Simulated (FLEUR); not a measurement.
Input and output of a self-consistent single point for In (I4/mmm, 1 atom in the cell) (FLEUR).

Computed with PBE, all-electron FLAPW (FLEUR), scalar-relativistic valence in FLEUR.

```xyz
1
Lattice="-1.6299 1.6299 2.4824 1.6299 -1.6299 2.4824 1.6299 1.6299 -2.4824" Properties=species:S:1:pos:R:3 pbc="T T T"
In     0.0000     0.0000     0.0000
```

Reference input (self-consistent single point, DFT, PBE, all-electron FLAPW (FLEUR), scalar-relativistic valence): Kmax = 4.5 1/bohr; GmaxXC = 22.5 1/bohr; xcFunctional = pbe; jspins = 1; l_soc = F; mode = hist; fermiSmearingEnergy = 0.00367493 Htr; mesh (inpgen div1-3) = 7 7 7; inpgen gamma flag = false; Gmax = 22.5 1/bohr; numbands = 0; maxIterBroyd = 25. This run's input differs from it in these lines:

```diff
@@ -13,3 +13,3 @@
 &comp jspins=1 /
-&kpt div1=7 div2=7 div3=7 /
+&kpt div1=12 div2=12 div3=12 gamma=t /
 &end /
@@ -33,3 +33,3 @@
    <cell>
-      <bzIntegration valenceElectrons="21.0" mode="hist" fermiSmearingEnergy="0.00367493">
+      <bzIntegration valenceElectrons="21.0" mode="hist" fermiSmearingEnergy="0.01102480">
          <kPointListSelection listName="default-1"/>
```

Output (repeated stretches shortened):

```
 Iteration:     1   Distance:       4.13673527 me/bohr^3
 Iteration:     2   Distance:       3.83665685 me/bohr^3
 Iteration:     3   Distance:       1.74431617 me/bohr^3
 Iteration:     4   Distance:       0.16683878 me/bohr^3
 Iteration:     5   Distance:       0.17662655 me/bohr^3
   [... 3 lines left out ...]
 Iteration:     9   Distance:       0.00024614 me/bohr^3
 Iteration:    10   Distance:       0.00014202 me/bohr^3
 Iteration:    11   Distance:       0.00002053 me/bohr^3
 Iteration:    12   Distance:       0.00000125 me/bohr^3
 Run finished successfully
 Stop message:
   Structural relaxation: Done

[file out, last iteration]
             iter=     13
[...]
          total density-effective poten   -9.7204150721E+03
          total charge density-energy d   -1.6003401404E+02
 Updated energy parameters for spin:           1
[...]
 fermi energy and band-weighting factors:
    0.792661

[...]
FERMIE:
          first approx. to ef    (T=0)  :   0.275765 htr   (energy of the highest occ. eigenvalue)
          number of occ. states  (T=0)  :       1710
          first approx. to seigv (T=0)  : -24.736617 htr
          sum of weights of occ. states :  10.507523
          sum of semicore charge        :   0.000000 e
FERHIS:  Fermi-Energy by histogram:
          bandgap                     :   0.002794 htr
   [... lines left out ...]
          charge neutrality (T=0)     :   0.015046    (zero if the highest occ. eigenvalue is "entirely" occupied)
     EF_NEWTON:  Adjust Fermi-Energy by Newton-Method.
 Direct bandgap for spin            1 :    1.2969762168194676E-002  Htr
   [... lines left out ...]
 ---->    (input%tkb*entropy) TS=              0.0051379983 htr
 ---->    free energy=                     -5883.2646728668 htr
      extrapolation for T->0
 ---->    total electron energy=           -5883.2621038677 htr
 ***** TOTAL FORCES ON ATOMS *****
 TOTAL FORCE FOR ATOM TYPE=  1  X=  0.000   Y=  0.000   Z=  0.000
                       FX_TOT= 0.000000 FY_TOT= 0.000000 FZ_TOT= 0.000000
 Structural relaxation: Done
```

The run converged in 12 iterations. FLEUR gives forces in its relaxation mode, with a further iteration, so its stop message speaks of a relaxation. Against the reference run the free energy drops by 68.6 meV/atom.

The starting cell has typed, rounded lattice constants, without a prior relaxation at this level. Its lattice was rescaled by up to half a per cent. Values depend on the basis (sphere radii, cutoffs, local orbitals), which need not be converged. The log's line on a gap gives a spacing of levels on this mesh, which the program prints for metals too.

Cost on one core of a shared machine: roughly 2 min.
